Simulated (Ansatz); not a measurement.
SnC under load (space group I-4m2), PBE with spin-orbit coupling, rigid bands (Ansatz, a quantum-chemistry and plane-wave program). Condition of this run: uniaxial stress along [001] of 2.5 GPa (compression positive) (the target of the relaxation). Band gap 0.75 eV, N_c = 7.01e17 cm⁻³ and N_v = 9.30e18 cm⁻³ at 300 K, conductivity masses along z (a = (0.00, 2.53, 2.47) Å; b = (2.53, 0.00, 2.47) Å; c = (2.53, 2.53, 0.00) Å) of 0.0906 mₑ (electrons) and 0.336 mₑ (holes). Take k_BT = 0.02585 eV.

**Question.** What built-in voltage has an abrupt junction with N_A = 1e17 and N_D = 1e17 cm⁻³, all dopants ionised?

**Answer.** V_bi = E_g/e − (k_BT/e) ln(N_c N_v/(N_A N_D)) = 0.75 − 0.02585 × 6.48 = 0.58 V, for the computed gap.

**Question.** Find the intrinsic carrier density and the intrinsic Fermi level.

**Answer.** n_i = √(N_c N_v) exp(−E_g/2k_BT) = 2.55e18 × exp(−14.51) = 1.3e12 cm⁻³. The level lies (k_BT/2) ln(N_v/N_c) = 33 meV from mid-gap (positive towards the conduction band). Each 0.1 eV added to the gap lowers n_i by a factor of 6.9.

**Question.** What thermal injection velocity √(2k_BT/πm) limits a ballistic channel along the direction named?

**Answer.** 1.79e7 cm/s for electrons and 9.28e6 cm/s for holes, a ratio of √(m_h/m_e) = 1.93, for dilute carriers.

Rigid bands with the computed gap; masses take one relaxation time for all states. Geometry: cell and atoms relaxed with PBEsol.

Computed structure with no diffraction record at hand here (it may be known, metastable or hypothetical): SnC under load (space group I-4m2).
